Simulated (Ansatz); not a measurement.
# What a tighter setting buys: basis.ecutwfc, VSi₂ (P6_222, 9 atoms in the cell)

Cell: a = 4.5706 Å, b = 4.5706 Å, c = 6.3688 Å, α = 90.00°, β = 90.00°, γ = 120.00°.

Method of the run: PBE, PAW files (plane waves; Ansatz, a first-principles code).

Base settings: basis.ecutwfc = 420 eV; kpoints.mp_grid.grid = 7 7 4; hamiltonian.xc = pbe; hamiltonian.pseudopotentials = {kind: paw} (the program's default PAW files); scf.occupations.method = fermi_dirac; scf.occupations.width = 0.1 eV.

Misses are taken against the tightest run, 840 eV, which need not be fully converged itself. The energy is the free energy per atom.

The count of work is k-points × plane waves × bands × iterations; it is no time, and leaves out set-up, grids and terms that scale otherwise. 

Ansatz's pressure holds its estimate of the finite-basis (Pulay) stress, which hides part of the cutoff error; the uncorrected pressure shows it.

The starting cell comes from a database of computed structures (which also holds hypothetical and non-ambient phases and stackings), without a prior relaxation at this level. Its lattice was rescaled by a random factor within 2.5 % of one. Spin polarisation is off. Ansatz's pressure includes its estimate of the finite-basis (Pulay) stress.

```tsv
basis.ecutwfc	energy less reference (meV/atom)	pressure less reference (GPa)	largest difference in the force on any atom (eV/Å)	uncorrected pressure less reference (GPa)	count of work / reference
170 eV	3824.40	3.72	0.137	-167.07	0.11
210 eV	1115.29	-8.26	0.088	-66.45	0.12
250 eV	299.39	-0.06	0.018	-23.16	0.16
295 eV	51.65	0.04	0.001	-4.89	0.21
335 eV	11.32	0.25	0.001	-0.85	0.25
380 eV	3.47	0.12	0.001	-0.07	0.27
420 eV	1.94	0.06	0.000	-0.02	0.36
485 eV	0.82	0.02	0.000	-0.02	0.44
545 eV	0.37	0.01	0.000	-0.01	0.52
630 eV	0.16	0.00	0.000	0.00	0.64
735 eV	0.05	0.00	0.000	0.00	0.82
840 eV	0.00	0.00	0.000	0.00	1.0
```

Coarsest setting among those run that, with all tighter ones, holds the energy within 20 meV/atom of the reference: 335 eV, off by 11 meV/atom; it needs 0.25 of the reference's count of work.

Coarsest setting among those run that, with all tighter ones, holds the energy within 5 meV/atom of the reference: 380 eV, off by 3.5 meV/atom; it needs 0.27 of the reference's count of work.

Smallest miss in the energy for at most 0.3 times the reference's count of work: 380 eV, with a miss of 3.5 meV/atom at a count of 0.27.

The step from 250 eV to 545 eV: it takes the miss in the energy from 300 to 0.37 meV/atom, for 3.2 times the count of work.

Keys are those of Ansatz 0.2.
